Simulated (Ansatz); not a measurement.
SiO2 (Imma, No. 74, 12 atoms in the cell; start mp-600000; a measured phase of this formula has another space group), treated with LDA (PAW; Ansatz, a quantum-chemistry and plane-wave program).

Output (set-up and result lines):

```
Crystal: 12 atoms, lattice volume = 224.755 Å³
Basis set: ecut = 520 eV, 6037 PW (Γ), exchange–correlation on 108×108×108 points (8 copies of the dense FFT grid, shifted against one another)
Bands: 44, of which v1, the nominal top of the filled ones, is band 32 counted from 1 (31 counted from 0)
Symmetry: 8 space group operations
Space group: Imma (ITA 74), of the structure as read, at distance tolerance 6.1e-5 Å
k-points: 95 of 512
Functional: x = slater, c = lda
SCF iter   1: F=—  HF=-6890.669544 eV  |F-HF|=—  |Δ(HF+E_count)|=         —  Δρ=1.12e-2  dr2=2.51e-1
SCF iter   2: F=—  HF=-6890.599748 eV  |F-HF|=—  |Δ(HF+E_count)|=   6.98e-2  Δρ=3.35e-3  dr2=7.65e-3
  ...
SCF iter   8: F=—  HF=-6890.596555 eV  |F-HF|=—  |Δ(HF+E_count)|=  4.00e-10  Δρ=2.19e-6  dr2=7.44e-9
SCF iter   9: F=-6890.596555 eV  HF=-6890.596555 eV  |F-HF|=3.46e-11  |Δ(HF+E_count)|=   1.67e-9  Δρ=3.61e-7  dr2=1.93e-10
SCF 1 converged in 9 iterations: F = -6890.596555 eV  dr2 = 1.93e-10
SCF converged after 9 iterations
Free energy (F): -6890.596555 eV
Internal energy: -6890.596555 eV  (E = F + TS)
E sigma→0 (E₀):  -6890.596555 eV
Fermi energy:    1.805899 eV
--- Forces (eV/Å), atoms counted from 1 ---
  atom   1  Si     0.00000000    -0.03491517     0.01904687
  atom   2  Si    -0.00000000     0.03491517    -0.01904687
  atom   3  Si    -0.00000000     0.03491517     0.01904687
  atom   4  Si     0.00000000    -0.03491517    -0.01904687
  atom   5  O      0.00000000     0.00000000    -0.19161597
  atom   6  O     -0.00000000    -0.00000000     0.19161597
  atom   7  O     -0.00000000     0.23442077     0.00000000
  atom   8  O      0.00000000    -0.23442077    -0.00000000
  atom   9  O      0.00000000    -0.23442077    -0.00000000
  atom  10  O     -0.00000000     0.23442077     0.00000000
  atom  11  O      0.00000000     0.00000000    -0.00000000
  atom  12  O      0.00000000     0.00000000     0.00000000
--- Stress (GPa, compression-positive) ---
       -2.833901       0.000000       0.000000
        0.000000      -2.805920      -0.000000
        0.000000      -0.000000      -2.859275
  P = ⅓ Tr σ = -2.8330 GPa (-28.330 kbar)
```

Question: Write an input file that could have produced this run (the log leaves some choices open).

Answer: One answer among several that fit: 
Ansatz 0.2 input:
```yaml
crystal:
  lattice:
    - [-2.6319954194, 4.7861036065, 4.4604943369]
    - [2.6319954194, -4.7861036065, 4.4604943369]
    - [2.6319954194, 4.7861036065, -4.4604943369]
  atoms:
    - { symbol: Si, position: [0.928926184, 0.8445780256, 0.0843481583] }
    - { symbol: Si, position: [0.071073816, 0.1554219744, 0.9156518417] }
    - { symbol: Si, position: [0.2602298673, 0.8445780256, 0.4156518417] }
    - { symbol: Si, position: [0.7397701327, 0.1554219744, 0.5843481583] }
    - { symbol: O, position: [0.1306395619, 0.8806395619, 0.25] }
    - { symbol: O, position: [0.8693604381, 0.1193604381, 0.75] }
    - { symbol: O, position: [0.7914877653, 0.5, 0.7914877653] }
    - { symbol: O, position: [0.2085122347, 0.5, 0.2085122347] }
    - { symbol: O, position: [0.2085122347, 0.0, 0.7085122347] }
    - { symbol: O, position: [0.7914877653, 0.0, 0.2914877653] }
    - { symbol: O, position: [0.0, 0.0, 0.0] }
    - { symbol: O, position: [0.5, 0.0, 0.5] }
basis:
  ecutwfc: 520
  ecutrho_ratio: 4
  xc_grid: 2
kpoints:
  mp_grid: { grid: [8, 8, 8] }
  band_path:
    path:
      - [0.0, 0.0, 0.0]
      - [0.083333, -0.083333, 0.083333]
      - [0.166667, -0.166667, 0.166667]
      - [0.25, -0.25, 0.25]
      - [0.333333, -0.333333, 0.333333]
      - [0.416667, -0.416667, 0.416667]
      - [0.5, -0.5, 0.5]
      - [0.441868, -0.441868, 0.558132]
      - [0.383736, -0.383736, 0.616264]
      - [0.325604, -0.325604, 0.674396]
      - [-0.325604, 0.325604, 0.325604]
      - [-0.279089, 0.279089, 0.279089]
      - [-0.232574, 0.232574, 0.232574]
      - [-0.18606, 0.18606, 0.18606]
      - [-0.139545, 0.139545, 0.139545]
      - [-0.09303, 0.09303, 0.09303]
      - [-0.046515, 0.046515, 0.046515]
      - [0.077857, 0.077857, -0.077857]
      - [0.155714, 0.155714, -0.155714]
      - [0.23357, 0.23357, -0.23357]
      - [0.311427, 0.311427, -0.311427]
      - [0.389284, 0.389284, -0.389284]
      - [0.467141, 0.467141, -0.467141]
      - [0.532859, -0.467141, 0.467141]
      - [0.0, 0.083333, 0.0]
      - [0.0, 0.166667, 0.0]
      - [0.0, 0.25, 0.0]
      - [0.0, 0.333333, 0.0]
      - [0.0, 0.416667, 0.0]
      - [0.0, 0.5, 0.0]
      - [0.125, 0.375, 0.125]
      - [0.25, 0.25, 0.25]
      - [0.3, 0.2, 0.2]
      - [0.35, 0.15, 0.15]
      - [0.4, 0.1, 0.1]
      - [0.45, 0.05, 0.05]
      - [0.5, 0.0, 0.0]
      - [0.375, 0.0, 0.0]
      - [0.25, 0.0, 0.0]
      - [0.125, 0.0, 0.0]
      - [0.0, 0.0, 0.083333]
      - [0.0, 0.0, 0.166667]
      - [0.0, 0.0, 0.25]
      - [0.0, 0.0, 0.333333]
      - [0.0, 0.0, 0.416667]
      - [0.0, 0.0, 0.5]
      - [0.125, 0.125, 0.375]
    npoints: 1
hamiltonian:
  xc: lda
  dispersion: none
  pseudopotentials: { kind: paw }
scf:
  occupations: { method: fermi_dirac, width: 0.01 }
  convergence: { dr2_threshold: 0.0000000012 }
output:
  forces: true
  stress: true
  eigenvalues: true
  write_bands: true
```

The PAW data were made under PBE.

Note: cell and atoms aren't relaxed at this level (largest force component 0.23 eV/Å, pressure -2.8 GPa).

A start named mp-… is a Materials Project structure, which need not be a measured phase.
